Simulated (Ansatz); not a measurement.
For Al₂Cu (P4/mmm, No. 123, 3 atoms in the cell; start mp-12794; a measured phase of this formula has another space group), LDA (Ansatz, an electronic-structure program, plane waves, PAW) gives:

* **equilibrium lattice constant a**: 4.052 Å
* **lattice parameter c**: 2.810 Å
* **enthalpy of formation**: -0.050 eV/atom

Q: What does r²SCAN in Ansatz (plane waves, PAW) give for the same quantities?

A: 
- lattice constant a: 4.097 Å (grows by 1.1 %)
- lattice parameter c: 2.840 Å (rises by 1.1 %)
- formation enthalpy: -0.041 eV/atom (moves by +0.009 eV/atom)

Changes are worked out from the printed values.

Unless a cell is named, each level is at its own relaxed cell (LDA 15.38, r²SCAN 15.89 Å³/atom).

Caveats: the relaxation could not lower the start's symmetry, so the cell can be a saddle point above a distorted one (LDA, r²SCAN). Ansatz's density-functional and Hartree–Fock values are scalar-relativistic unless marked +SOC, with PAW data made under PBE.

A start named mp-… is a Materials Project structure, which need not be a measured phase.
